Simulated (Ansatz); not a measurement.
An ideal cubic perovskite cell is held by its symmetry; such compounds can tilt or shift off centre at room temperature.

 Where the default PAW files enter, the runs use the earlier of Ansatz's two default sets.

Here is the system:

```yaml
crystal:
  lattice:
    - [6.28623, 0.00000, 0.00000]
    - [0.00000, 6.28623, 0.00000]
    - [0.00000, 0.00000, 6.28623]
  atoms:
    - { symbol: Cs, position: [0.50000, 0.50000, 0.50000] }
    - { symbol: Sn, position: [0.00000, 0.00000, 0.00000] }
    - { symbol: I, position: [0.50000, 0.00000, 0.00000] }
    - { symbol: I, position: [0.00000, 0.50000, 0.00000] }
    - { symbol: I, position: [0.00000, 0.00000, 0.50000] }
```

Space group of this cell: Pm-3m, cubic perovskite. The cell is taken as given.

The current runs along the normal of the first two printed vectors, the (001) plane. All runs by Ansatz (a first-principles code), plane waves and PAW, without spin-orbit coupling; the base is r2SCAN.

```
run                                                      mean pressure (GPa)    gap (eV)  mid-gap κ (1/Å)
-------------------------------------------------------  -------------------  ----------  ---------------
base                                                                    -0.5        0.60            0.042
all lengths scaled by 0.98                                               0.6        0.31            0.022
all lengths scaled by 1.02                                              -1.3        0.85            0.059
lda in place of r2scan                                                  -1.9        0.46            0.035
lengths across the current scaled by 0.98, ions clamped                  0.2        0.31            0.024
lengths across the current scaled by 1.02, ions clamped                 -1.0  (withheld)       (withheld)
lengths along the current scaled by 0.97, ions clamped                   0.1  (withheld)            0.035
lengths along the current scaled by 1.03, ions clamped                  -0.9        0.60            0.047
pbesol in place of r2scan                                               -1.1  (withheld)       (withheld)
```

Q: Some entries are withheld; supply them.

A: 
- lengths across the current scaled by 1.02, ions clamped, gap (eV): 0.73
- lengths across the current scaled by 1.02, ions clamped, mid-gap κ (1/Å): 0.055
- lengths along the current scaled by 0.97, ions clamped, gap (eV): 0.37
- pbesol in place of r2scan, gap (eV): 0.43
- pbesol in place of r2scan, mid-gap κ (1/Å): 0.033
